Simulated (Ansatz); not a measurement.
# LaB6: pressure 45 GPa

The parent structure is LaB$_{6}$ (space group Pm-3m, No. 221; a = 4.130 Å).

The change: a hydrostatic pressure of 45 GPa.

Computed with PBEsol in Ansatz (plane waves to 420 eV, PAW, scalar-relativistic without spin-orbit coupling). k-mesh 11×11×11 (Γ-centred); smearing 0.05 eV (Fermi–Dirac).

```json
[
 {"quantity": "volume per atom", "base": "10.06 Å³", "changed": "8.41 Å³", "shift": "-1.65 Å³"},
 {"quantity": "density", "base": "4.80 g/cm³", "changed": "5.75 g/cm³", "shift": "+0.945 g/cm³"},
 {"quantity": "lattice parameter a", "base": "4.130 Å", "changed": "3.890 Å", "shift": "-0.240 Å"},
 {"quantity": "enthalpy H = E + PV relative to the base's energy", "base": "–", "changed": "+2.56 eV/atom", "shift": "–"},
 {"quantity": "band gap", "base": "zero", "changed": "zero", "shift": "–"}
]
```

Cost of the whole job for the changed cell (relaxation, final SCF and bands): about 28 core-seconds (a rough figure).

Load acts through the strain it causes; cell and atoms are relaxed under it. Whether these cells are dynamically stable was not tested. Competing high-pressure phases were not computed. The final runs are not spin-polarised. An odd electron count without spin: LaB6.

Ansatz is an electronic-structure program.
